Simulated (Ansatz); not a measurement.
# What uniaxial strain ε_zz = −1.00 % does to TiC

Take TiC in the rock salt structure (space group Fm-3m, No. 225; a = 4.261 Å; relaxed with 0.1 eV smearing) as the base. Axes: x, y, z lie along the cube axes.

Modification: the cell is compressed by 1.00 % along z with no lateral relaxation, atoms relaxed at fixed cell.

All numbers come from LDA (Ansatz, an electronic-structure program; PAW; 420 eV plane waves; no SOC). Settings: 23×23×23 k-points, 0.1 eV Fermi–Dirac smearing.

| quantity | base | changed | shift |
|---|---|---|---|
| volume per atom | 9.67 Å³ | 9.57 Å³ | -0.10 Å³ |
| space group | Fm-3m (No. 225) | I4/mmm (No. 139) | – |
| shortest interatomic distance | 2.130 Å | 2.109 Å | -0.021 Å |
| energy relative to the base (free energy F) | 0 meV/atom | +1.8 meV/atom | +1.8 meV/atom |
| pressure (mean of the normal stresses, compression positive) | 0.0 GPa | 2.9 GPa | +2.9 GPa |
| band gap | zero | zero | – |
| stress (xx, yy, zz, yz, xz, xy; compression positive) | – | (1.3, 1.3, 6.2, 0.0, 0.0, 0.0) GPa | – |

Final structure:

```
CELL_PARAMETERS angstrom
      0.00000     2.13046     2.10916
      2.13046     0.00000     2.10916
      2.13046     2.13046     0.00000
ATOMIC_POSITIONS crystal
  Ti 0.00000 0.00000 0.00000
  C  0.50000 0.50000 0.50000
```

Stability against distortions was not tested. The final runs are not spin-polarised.
